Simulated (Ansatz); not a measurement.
Structure of amorphous Hf₁₈O₃₉B₂ (periodic cell):

```xyz
59
Lattice="9.0993 0.0630 -0.0750 0.0630 9.1948 0.2536 -0.0750 0.2536 9.2412" Properties=species:S:1:pos:R:3 pbc="T T T"
Hf     5.0171     8.4893     4.1451
Hf     1.7047     4.1800     3.0730
Hf     5.1836     3.7037     8.1015
Hf     3.4920     8.5930     7.8491
Hf     6.2587     0.6624     0.3936
Hf     4.5725     2.8061     2.1539
Hf     7.3907     4.3291     1.5081
Hf     2.0483     5.6585     7.4697
Hf     3.5007     1.7251     5.3505
Hf     2.2544     2.1949     9.0640
Hf     4.3999     6.4245     1.2149
Hf     1.5651     7.6210     3.8929
Hf     7.7711     6.2731     5.9225
Hf     4.9139     4.9991     5.0605
Hf     7.9688     7.7042     2.3960
Hf     0.3701     1.3284     4.6969
Hf     0.2607     8.5693     8.2635
Hf     8.2067     3.1892     7.3391
O      1.7419     5.6978     4.3039
O      1.8486     2.7623     4.6839
O      6.3356     8.8752     2.6399
O      3.5989     6.6480     8.6269
O      4.5430     9.0137     6.0870
O      6.6304     4.1389     3.6477
O      0.3862     2.7418     8.8333
O      6.6200     6.2653     1.7461
O      5.0766     4.4660     0.8690
O      7.8470     2.7467     5.2484
O      0.1981     5.0575     1.7462
O      0.1403     4.8973     6.7638
O      3.0485     1.4207     7.2530
O      5.9690     6.8134     4.8115
O      1.9908     9.3162     9.2244
O      9.0263     9.2150     3.5384
O      0.9155     7.3520     1.9783
O      4.4843     1.8938     0.2313
O      3.8917     4.2325     3.4448
O      0.8629     6.5766     9.0414
O      8.0558     8.7764     0.5127
O      3.5768     5.8228     6.1638
O      6.4935     2.0599     7.9197
O      8.6024     6.8720     4.1929
O      2.1181     0.1741     4.5890
O      6.5607     2.3273     1.6163
O      4.9687     8.3389     0.2390
O      2.4905     5.5698     1.5780
O      1.7919     7.7391     6.9806
O      4.6184     3.2297     6.0880
O      3.6684     7.5346     3.0602
O      4.5917     1.3654     3.6171
O      6.4197     4.8274     6.5484
O      2.5282     2.6127     1.7874
O      7.9076     7.7242     7.1236
O      8.7497     3.1533     3.1448
O      7.1875     4.3271     8.7966
O      2.9846     3.9792     8.1927
O      0.0475     1.0193     6.7001
B      1.1670     6.0963     1.1918
B      7.6970     3.3741     4.0420
```

Calculation: PBE, scalar-relativistic without spin-orbit coupling (plane waves to 420 eV, PAW; Ansatz, a quantum-chemistry and plane-wave program).

Preparation: random packing, a CHGNet melt and quench, and a DFT relaxation. O atoms were pushed apart under 1.9 Å during the dynamics, to hinder bonds among them. The hot cell started wider than the set density and was brought back towards it in steps. It is the lowest in DFT energy of 2 quenches. It is a model cell: composition and starting density were chosen by hand, and all elements were melted together. No dispersion term was used. Its density started from a set value of 8.42 and ended at 8.29 g/cm³. The simulated quench (nominally 380 K/ps over its main leg) is rapid and tends to freeze in more defects than a deposited or slowly cooled glass has. One small periodic cell is one sample of the glass; other quenches scatter about these values. Volume and shape were free in the relaxation.

Neighbours within Hf-Hf 3.34 Å, Hf-O 2.64 Å, Hf-B 2.60 Å, O-O 1.58 Å, O-B 1.80 Å, B-B 1.97 Å count as bonded. Two cations that share two anions don't count as bonded, nor two that share one unless they lie closer than Hf-Hf 3.25 Å, Hf-B 2.53 Å, B-B 1.80 Å.

Question: Give the coordination numbers, mean bond lengths and angles.

Answer: 
* **Mean coordination of Hf by anions**: 6.11 (2 with 5, 12 with 6, 4 with 7)
* **Mean coordination of O**: 3.00 (4 with 2, 31 with 3, 4 with 4)
* **Mean coordination of B by anions**: 3.50 (1 with 3, 1 with 4)
* **Mean Hf-O bond**: 2.133 Å (spread 0.112 Å, 110 counted)
* **Mean O-B bond**: 1.439 Å (spread 0.059 Å, 7 counted)
* **Bond angle at Hf**: mean 103.0°, spread 29.1°
* **Bond angle at O**: mean 116.1°, spread 18.6°
* **Bond angle at B**: mean 112.9°, spread 6.8°

Question: List the pairs of like atoms that count as bonded by the rules above.

Answer: There are none by these rules.
